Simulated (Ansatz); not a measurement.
The reference is Ca in the fcc (Cu type) structure (space group Fm-3m, No. 225; a = 5.4558 Å; relaxed with 0.1 eV smearing). Axes: x, y, z lie along the cube axes.

Method: PBEsol, PAW, 420 eV (Ansatz, a quantum-chemistry and plane-wave program; no SOC).

For the base:

The shortest interatomic distance is 7.290 bohr. The pressure comes out as 0.0 GPa.

Modification: biaxial strain −1.00 %, plane normal [001], relaxed out of plane (Cartesian); in-plane vectors clamped, the third vector and the atoms free.

Q: Predict the new shortest interatomic distance, pressure and out-of-plane strain.

A: The shortest interatomic distance drops by 0.073 bohr (7.290 bohr → 7.217 bohr); the pressure (mean of the normal stresses, compression positive) is nearly the same (0.0 GPa against 0.1 GPa); the out-of-plane strain comes out as +1.34 %.

Whether these cells are dynamically stable was not tested.
